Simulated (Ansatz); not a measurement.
BN, pressure series

The reference is BN in the h-BN type structure (space group P6_3/mmc, No. 194; a = 2.506 Å, c = 6.616 Å; layered, stacked along the Cartesian z axis).

Cell and atoms are relaxed at each pressure.

Method: PBE-D3(BJ) (Ansatz, a quantum-chemistry and plane-wave program; PAW; 420 eV plane waves; no spin-orbit coupling), earlier PAW set.

```json
[
 {"pressure (GPa)": "0", "volume per atom (Å³/atom)": "8.994"},
 {"pressure (GPa)": "0.9", "volume per atom (Å³/atom)": "8.744"},
 {"pressure (GPa)": "2.1", "volume per atom (Å³/atom)": "8.498"},
 {"pressure (GPa)": "4.5", "volume per atom (Å³/atom)": "?"},
 {"pressure (GPa)": "9", "volume per atom (Å³/atom)": "7.692"},
 {"pressure (GPa)": "15", "volume per atom (Å³/atom)": "7.282"}
]
```

Problem. Fit the third-order Birch–Murnaghan form P(V) = (3B₀/2)[(V₀/V)^(7/3) − (V₀/V)^(5/3)]·[1 + (3/4)(B₀′ − 4)((V₀/V)^(2/3) − 1)] (squares taken in P) to the rows shown and predict the withheld row.

Solution. Least squares on the printed values gives V₀ = 8.984 Å³/atom, B₀ = 30.1 GPa, B₀′ = 9.0; this predicts 8.144 Å³/atom, and the run gives 8.142 Å³/atom, 0.002 lower.

Measured bulk modulus of BN: 27.4 GPa (room temperature; as listed in Hermann Muhammad et al., Nanoscale (2024)); the computed value is for a static lattice, so the two differ by thermal effects too.

Load acts through the strain it causes; cell and atoms are relaxed under it. Stability against distortions was not tested. No other phases were tried under pressure.
